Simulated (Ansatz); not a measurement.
Functionals compared on the (21-31) surface of hcp Zn in its 1x1 cell, outermost plane spacing 0.14 Å in the ideal cut, in Ansatz (plane waves, PAW). The structure was relaxed with PBE; the other rows are single points on it, each with its references at the same level. Cutoff 420 eV (500 eV for r2SCAN).

Model: 26-atom slab, 10.4 Å thick at the start (thin: gaps and levels are the slab's own), 7x6x1 mesh, Fermi-Dirac 0.1 eV, dipole correction, all atoms relaxed; held to the start's symmetry, so lower structures may exist; no spin, no spin-orbit, no U. These notes are the PBE run's.

```
functional  surface energy (J/m²)  work function of the top face (eV)          rough cost of the single point
----------  ---------------------  ----------------------------------  --------------------------------------
PBE                          0.79                                4.18                                       –
LDA                          1.09                                4.48  about 12 core-minutes (a rough figure)
PBEsol                       1.02                                4.27          around 12 core-minutes (rough)
RPBE                         0.64                                4.04            very roughly 12 core-minutes
r2SCAN                       0.97                                4.28  about 23 core-minutes (a rough figure)
```

Ansatz is a program for electronic structure.
